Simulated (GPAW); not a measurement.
Worked example: relaxation of cell and atoms of Sr (Fm-3m, 1 atom in the cell) in GPAW.

Method of the run: PBE, GPAW PAW datasets PBE (gpaw-data 1.0.1) (plane waves; GPAW).

```
CELL_PARAMETERS angstrom
      0.00000     3.03361     3.03361
      3.03361     0.00000     3.03361
      3.03361     3.03361     0.00000
ATOMIC_POSITIONS crystal
  Sr 0.00000 0.00000 0.00000
```

Reference input (self-consistent single point, DFT PBE, plane waves, GPAW PAW datasets PBE (gpaw-data 1.0.1)): mode = pw; ecut = 550 eV; xc = PBE; kpts = 8 8 8; mesh shift (steps) = 0 0 0; occupations.name = fermi-dirac; occupations.width = 0.1 eV; nbands = -7; symmetry.symmorphic = false; symmetry.tolerance = 0.0005; maxiter = 120. This run's input differs from it in these lines:

```diff
@@ -1,2 +1,4 @@
 from ase import Atoms
+from ase.filters import FrechetCellFilter
+from ase.optimize import LBFGS
 from ase.units import GPa
@@ -16,2 +18,3 @@
             nbands=-7,
+            convergence={'density': 1e-05},
             symmetry={'symmorphic': False, 'tolerance': 0.0005},
@@ -21,2 +24,10 @@
 atoms.calc = calc
+
+target = FrechetCellFilter(atoms)
+
+opt = LBFGS(target, logfile='-')
+converged = opt.run(fmax=0.02, steps=40)
+print('Relaxation converged:', converged)
+print('Cell:', atoms.cell.cellpar().round(4))
+print(atoms.get_scaled_positions().round(5))
```

Output, abridged:

```
     iter     time        total  log10-change:
                         energy   eigst   dens
iter:   1 --:--:--    -1.655033
iter:   2 --:--:--    -1.720152   -1.21  -1.60
iter:   3 --:--:--    -1.715178   -2.44  -1.59
iter:   4 --:--:--    -1.683549   -2.26  -1.62
iter:   5 --:--:--    -1.684640   -3.61  -2.10
iter:   6 --:--:--    -1.684185c  -3.64  -2.15
iter:   7 --:--:--    -1.684219c  -4.39  -2.47
iter:   8 --:--:--    -1.684234c  -5.68  -3.28
iter:   9 --:--:--    -1.684179c  -5.34  -3.19
iter:  10 --:--:--    -1.684181c  -7.08  -3.80
iter:  11 --:--:--    -1.684181c  -8.42c -4.68
iter:  12 --:--:--    -1.684180c  -8.33c -4.72
iter:  13 --:--:--    -1.684180c  -9.57c -5.13c
Converged after 13 iterations.

Dipole moment: (-0.000000, 0.000000, -0.000000) |e|*Ang

Energy contributions relative to reference atoms: (reference = -86496.770008)

Kinetic:         -1.165563
Potential:       +2.613572
External:        +0.000000
XC:              -3.005934
Entropy (-ST):   -0.040034
Local:           -0.106238
SIC:             +0.000000
--------------------------
Free energy:     -1.704198
Extrapolated:    -1.684180

Showing only first 2 kpts
 Kpt  Band  Eigenvalues  Occupancy
  0     3    -15.04461    2.00000
  0     4     -0.15429    2.00000
  0     5      5.82112    0.00000
  0     6      5.82112    0.00000

  1     3    -15.05456    2.00000
  1     4      0.17217    2.00000
  1     5      5.37658    0.00000
  1     6      5.97801    0.00000

Fermi level: 3.43906

No gap
   [... lines left out ...]
Occupation numbers: Fermi-Dirac:
Atomic positions and initial magnetic moments
Free energy:     -1.704268
Fermi level: 3.45088
No gap
Occupation numbers: Fermi-Dirac:
Atomic positions and initial magnetic moments
Free energy:     -1.704295
Fermi level: 3.50697
No gap
   [... lines left out ...]
Stress tensor:
     0.000004     0.000000     0.000000
     0.000000     0.000004     0.000000
     0.000000     0.000000     0.000004

Forces in eV/Ang:
  0 Sr    0.00000    0.00000   -0.00000

LBFGS:    2 --:--:--       -1.704295        0.000199
Relaxation converged: True
Cell: [ 4.2725  4.2725  4.2725 60.     60.     60.    ]
[[0. 0. 0.]]
Energy (eV): -1.68449
Stress (GPa, Voigt): [0.0006 0.0006 0.0006 0.     0.     0.    ]
```

The run converged. GPAW prints stress with tension positive. 

Summary of the result:
- Free energy E − TS (from the program's reference atoms): -1.7043 eV
- Fermi level (on the code's own zero): 3.51 eV
- Pressure: 0.00 GPa
- Final cell: a = b = c = 4.272 Å, α = β = γ = 60.00°
- Final volume per atom: 55.15 Å³
- Relaxation steps: 2

The starting cell comes from a database of computed structures (which also holds hypothetical and non-ambient phases and stackings), without a prior relaxation at this level. The relaxation keeps the symmetry of its start, so its end need not be a minimum.

Cost on one core of a shared machine: roughly 40 s.
